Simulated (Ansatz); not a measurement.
An Ansatz (a quantum-chemistry and plane-wave program) run: a single point on SiO2, its geometry relaxed with PBEsol; plane-wave PAW DFT at the r2SCAN level (Ansatz, 500 eV), no spin-orbit coupling.

Input:

Ansatz 0.2 input:
```yaml
crystal:
  lattice:
    - [4.194553182, 0, 0]
    - [0, 4.194553182, 0]
    - [0, 0, 2.6784557045]
  atoms:
    - { symbol: Si, position: [0.5, 0.5, 0.5] }
    - { symbol: Si, position: [0, 0, 0] }
    - { symbol: O, position: [0.8060594228, 0.8060594228, 0.5] }
    - { symbol: O, position: [0.3060594228, 0.6939405772, 0] }
    - { symbol: O, position: [0.6939405772, 0.3060594228, 0] }
    - { symbol: O, position: [0.1939405772, 0.1939405772, 0.5] }
basis: { ecutwfc: 500, ecutrho_ratio: 4, xc_grid: 4, fft_grid_basis: typed }
kpoints: { mp_grid: { grid: [8, 8, 12] } }
hamiltonian:
  xc: r2scan
  dispersion: none
  pseudopotentials: { kind: paw }
scf: { occupations: { method: fermi_dirac, width: 0.05 }, convergence: { dr2_threshold: 0.0000000006 } }
output: { forces: true, stress: true }
checkpoint: { write: state.ck, write_every: 1000 }
```

Output (explanatory and most iteration lines left out):

```
Pseudopotential: Si, paw, valence charge 4
Pseudopotential: O, paw, valence charge 6
Crystal: 6 atoms, lattice volume = 47.125 Å³
Basis set: ecut = 500 eV, 1177 PW (Γ), exchange–correlation on 128×128×80 points (64 copies of the dense FFT grid, shifted against one another)
Bands: 22, of which v1, the nominal top of the filled ones, is band 16 counted from 1 (15 counted from 0)
Symmetry: 16 space group operations
Space group: P42/mnm (ITA 136), of the structure as read, at distance tolerance 3.6e-5 Å
k-points: 105 of 768
Functional: x = r2scan, c = r2scan; τ floored in thin density (d = 2e-4 eV/Å³)
SCF iter   1: F=—  HF=-3559.040950 eV  |F-HF|=—  |Δ(HF+E_count)|=         —  Δρ=1.16e-2  dr2=5.85e-2  dr2_τ=5.10e-1  ethr=1.77e-3  ⟨swp⟩=6.1  Hψ=12781  notcnv=0  defer=1
SCF iter   2: F=—  HF=-3559.332700 eV  |F-HF|=—  |Δ(HF+E_count)|=   2.92e-1  Δρ=6.39e-3  dr2=7.27e-3  dr2_τ=1.53e-3  ethr=1.83e-4  ⟨swp⟩=3.0  Hψ=5613  notcnv=0  defer=181
SCF 1 converged in 8 iterations: F = -3559.333573 eV  dr2 = 5.91e-11
SCF converged after 8 iterations
Free energy (F): -3559.333573 eV
Internal energy: -3559.333573 eV  (E = F + TS)
E sigma→0 (E₀):  -3559.333573 eV
Fermi energy:    13.185287 eV
--- Forces (eV/Å), atoms counted from 1 ---
  atom   1  Si    -0.00000000     0.00000000     0.00000000
  atom   2  Si     0.00000000    -0.00000000     0.00000000
  atom   3  O      0.03804541     0.03804541     0.00000000
  atom   4  O      0.03804541    -0.03804541     0.00000000
  atom   5  O     -0.03804541     0.03804541     0.00000000
  atom   6  O     -0.03804541    -0.03804541     0.00000000
--- Stress (GPa, compression-positive) ---
       -2.364104       0.000000       0.000000
        0.000000      -2.364104       0.000000
        0.000000       0.000000      -3.565308
  P = ⅓ Tr σ = -2.7645 GPa (-27.645 kbar)
```

Single points use the geometry relaxed with PBEsol. Stability against distortions was not tested. The cell is SiO2 in the rutile structure (space group P4_2/mnm, No. 136).
